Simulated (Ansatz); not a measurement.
The parent structure is V₃Si in the A15 (Cr3Si type) structure (space group Pm-3n, No. 223; a = 4.650 Å).

Level of theory: PBEsol/PAW in Ansatz (an electronic-structure program), no spin-orbit coupling, earlier PAW set.

One change was made to it. Results:

| quantity | base | after |
|---|---|---|
| lattice parameter a | 4.650 Å | 4.273 Å |
| band gap | zero | zero |

What was done to the base?
A) Si → S
B) V → Be
C) Si → As

B, V → Be. For comparison, the lattice parameter a in the other runs: Si → As gives 4.672 Å; Si → S gives 4.537 Å.

Whether these cells are dynamically stable was not tested. As relaxed here, Be3Si and V3S are hypothetical phases, not in the database extracts checked. For V3As in this form, whether it has been made was not checked. Starting moments died away, wholly or in part, for the base, Si → As and Si → S; another magnetic solution may exist. The final runs are not spin-polarised.
